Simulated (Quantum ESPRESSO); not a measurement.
A self-consistent single point of BC7 (P-43m, 8 atoms in the cell) with Quantum ESPRESSO.

Method: LDA (PZ), GBRV 1.5 ultrasoft (LDA) pseudopotentials (plane waves; Quantum ESPRESSO 7.5).

```xyz
8
Lattice="3.6202 0.0000 0.0000 0.0000 3.6202 0.0000 0.0000 0.0000 3.6202" Properties=species:S:1:pos:R:3 pbc="T T T"
B      0.0000     0.0000     0.0000
C      0.0000     1.8101     1.8101
C      1.8101     0.0000     1.8101
C      1.8101     1.8101     0.0000
C      2.6978     2.6978     0.9223
C      2.6978     0.9223     2.6978
C      0.9223     0.9223     0.9223
C      0.9223     2.6978     2.6978
```

Reference input (self-consistent single point, DFT, LDA (PZ), plane waves, GBRV 1.5 ultrasoft (LDA) pseudopotentials): ecutwfc = 40 Ry; ecutrho = 200 Ry; occupations = smearing; smearing = mp; degauss = 0.0147 Ry; potentials = {B: b_lda_v1.4.uspp.F.UPF, C: c_lda_v1.2.uspp.F.UPF}; K_POINTS = automatic 7 7 7 0 0 0; conv_thr = 1e-10 Ry; mixing_beta = 0.3. This run's input differs from it in these lines:

```diff
@@ -39,3 +39,3 @@
 K_POINTS automatic
-7 7 7  0 0 0
+22 22 22  0 0 0
```

Log, with long lists cut:

```
     Self-consistent Calculation

     iteration #  1     ecut=    40.00 Ry     beta= 0.30

     total energy              =     -87.04799071 Ry
     estimated scf accuracy    <       0.47260244 Ry

     iteration #  2     ecut=    40.00 Ry     beta= 0.30

     total energy              =     -86.96973096 Ry
     estimated scf accuracy    <       0.17190536 Ry

     iteration #  3     ecut=    40.00 Ry     beta= 0.30

     total energy              =     -86.98544780 Ry
     estimated scf accuracy    <       0.00632404 Ry

   [... 9 blocks of this kind left out ...]

     iteration # 13     ecut=    40.00 Ry     beta= 0.30

     total energy              =     -86.98694801 Ry
     estimated scf accuracy    <          2.0E-10 Ry

     iteration # 14     ecut=    40.00 Ry     beta= 0.30
     End of self-consistent calculation

     Number of k-points >= 100: set verbosity='high' to print the bands.

     the Fermi energy is    11.1612 ev

!    total energy              =     -86.98694801 Ry
     estimated scf accuracy    <          2.2E-11 Ry
     smearing contrib. (-TS)   =       0.00022667 Ry
     internal energy E=F+TS    =     -86.98717467 Ry

     convergence has been achieved in  14 iterations

     Forces acting on atoms (cartesian axes, Ry/au):

     atom    1 type  1   force =     0.00000000    0.00000000    0.00000000
     atom    2 type  2   force =     0.00000000    0.00000000    0.00000000
     atom    3 type  2   force =     0.00000000    0.00000000    0.00000000
     atom    4 type  2   force =     0.00000000    0.00000000    0.00000000
   [... lines left out ...]

     Total force =     0.006627     Total SCF correction =     0.000004

          total   stress  (Ry/bohr**3)                   (kbar)     P=     -137.30
  -0.00093338   0.00000000   0.00000000         -137.30        0.00        0.00
   0.00000000  -0.00093338   0.00000000            0.00     -137.30        0.00
   0.00000000   0.00000000  -0.00093338            0.00        0.00     -137.30

   JOB DONE.
```

The run converged in 14 iterations. Against the reference run the free energy stays essentially unchanged (within 1 meV/atom), the pressure goes from -13.87 to -13.73 GPa and the largest force goes from 0.096 to 0.085 eV/Å. The full log also holds: “c_bands:  2 eigenvalues not converged”.

The starting cell comes from a database of computed structures (which also holds hypothetical and non-ambient phases and stackings), without a prior relaxation at this level. With a pressure of about -14 GPa the cell is away from its equilibrium volume at this level.

Cost on one core of a shared machine: roughly 5 min.
